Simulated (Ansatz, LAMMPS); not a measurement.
Ge sphere of 167 atoms, radius 0.95 nm, coherent in Si, 6x6x6 cubic cells at the host's lattice parameter. Cell 32.82 × 32.82 × 32.82 Å, Si1561Ge167, 1728 atoms. Prepared with Tersoff's 1989 multicomponent potential (SiCGe.tersoff) (LAMMPS): minimisation. 

Basis: localised support functions (accuracy medium) on a full density matrix. k-points: zone centre alone; occupations: Fermi-Dirac, 0.010 eV; spin polarisation not allowed. Scalar-relativistic, no spin-orbit coupling.

Predict the energy, gap and bonding from Ansatz (a program for electronic structure) with PBE, support functions at accuracy medium on the grid of 370 eV.


- energy over the perfect crystal(s), per atom: 6 meV/atom
- Kohn-Sham gap of the cell on its k-mesh: 0.39 eV
- weight of the highest filled level on the dot: 0.48
- weight of the lowest empty level on the dot: 0.02
- coordination (neighbours within 2.831 Å): 100.0 % 4-fold
- Ge-Ge bonds, mean ± spread: 2.429 ± 0.007 Å
- Ge-Si bonds, mean ± spread: 2.393 ± 0.008 Å
- Si-Si bonds, mean ± spread: 2.362 ± 0.005 Å
- bond angles, mean ± spread: 109.5° ± 0.9°
- pressure: 1.08 GPa
